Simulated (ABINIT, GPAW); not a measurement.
An ABINIT input for a self-consistent single point of MnO (Fm-3m, 4 atoms in the cell) (DFT, PBE, plane waves, PAW (JTH v2.0 PBE PAW)):

```
# MnO, JTH v2.0 PBE PAW
pp_dirpath "./"
pseudos "Mn.GGA_PBE-JTH.xml, O.GGA_PBE-JTH.xml"
acell 10.3695920907 10.3695920907 10.3695920907
rprim
         0.8164965809    0.4082482905    0.4082482905
         0.4082482905    0.8164965809    0.4082482905
         0.4082482905    0.4082482905    0.8164965809
natom 4
ntypat 2
znucl 25 8
typat 1 1 2 2
xcart
         0.0000000000    0.0000000000    0.0000000000
         4.4804040000    4.4804040000    4.4804040000
         2.2402020000    2.2402020000    2.2402020000
         6.7206060000    6.7206060000    6.7206060000
      Angstrom
chkprim 0
ecut 30 Ha
pawecutdg 60 Ha
ixc 11
nsppol 2
spinat
      0 0 5
      0 0 -5
      0 0 0
      0 0 0
occopt 3
tsmear 0.00183747
nband 28
kptopt 1
ngkpt 5 5 5
nshiftk 1
shiftk 0 0 0
nstep 100
toldfe 1.0e-09
prtwf 0
prtden 0
enunit 2
```

### Question
Translate this input to GPAW.

### Answer
One input that does it (others would too):

```python
from ase import Atoms
from ase.units import GPa
from gpaw import GPAW, PW, FermiDirac

atoms = Atoms(['Mn', 'Mn', 'O', 'O'],
              cell=[[4.480404, 2.240202, 2.240202],
                    [2.240202, 4.480404, 2.240202],
                    [2.240202, 2.240202, 4.480404]],
              scaled_positions=[[0.000000, 0.000000, 0.000000],
                                [0.500000, 0.500000, 0.500000],
                                [0.250000, 0.250000, 0.250000],
                                [0.750000, 0.750000, 0.750000]],
              pbc=True)

atoms.set_initial_magnetic_moments([5.0, -5.0, 0.0, 0.0])

calc = GPAW(spinpol=True,
            mode=PW(900),
            xc='PBE',
            kpts=(5, 5, 5),
            occupations=FermiDirac(0.05),
            nbands=-4,
            convergence={'density': 1e-05, 'bands': -2},
            symmetry={'symmorphic': False, 'tolerance': 0.0005},
            maxiter=150)

atoms.calc = calc

energy = atoms.get_potential_energy()
print('Energy (eV):', round(energy, 6))
forces = atoms.get_forces()
print('Forces (eV/Ang):')
print(forces.round(5))
stress = atoms.get_stress()
print('Stress (GPa, Voigt):', (stress / GPa).round(4))
```

Basis, cutoffs, solver keys and any potentials are the target program's own. This input uses DFT PBE, plane waves, GPAW PAW datasets PBE (gpaw-data 1.0.1).

The starting cell has typed, rounded lattice constants, without a prior relaxation at this level. Its lattice was rescaled by a random factor within 2.5 % of one.
